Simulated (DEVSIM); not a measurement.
System: TaN/Al2O3/n-Si capacitor, at 300 K.

Layer 1 from the left is Al2O3, thickness (nm) 7.90. Layer 2 from the left is Si, thickness (nm) 6400, Nd (cm⁻³) 1.6e16.

Metal gate on the left, work function 4.4 eV. Fixed charge at the semiconductor interface 0 cm⁻² (in units of +e); no interface traps.

The device is made up for the run: typed textbook-type constants, with dimensions and the other settings drawn at random. Values at 300 K.

Al2O3: gap (eV) 6.8, affinity (eV) 1.35, permittivity 9. Si: gap (eV) 1.124, affinity (eV) 4.05, permittivity 11.7, Nc (cm⁻³) 2.86e19, Nv (cm⁻³) 3.1e19.

Task: Estimate by hand the flat-band voltage, the threshold voltage, and compare with a numerical solution.

Result: 
- Flat-band voltage: C = 1.01 μF/cm², work-function difference 0.156 V; VFB = φms − qNf/C = 0.16 V; numerical 0.16 V.
- Threshold voltage: φF = 0.367 V, depletion charge √(4εqNφF) = 6.25e-8 C/cm²; VT = VFB − 2φF − Qd/C = -0.64 V; numerical -0.64 V.

Simulated with DEVSIM: 1D Poisson equation in equilibrium, Boltzmann statistics, complete ionisation; no quantum confinement or tunnelling. Metal contacts follow the ideal Schottky-Mott rule: no Fermi-level pinning, no interface dipoles.
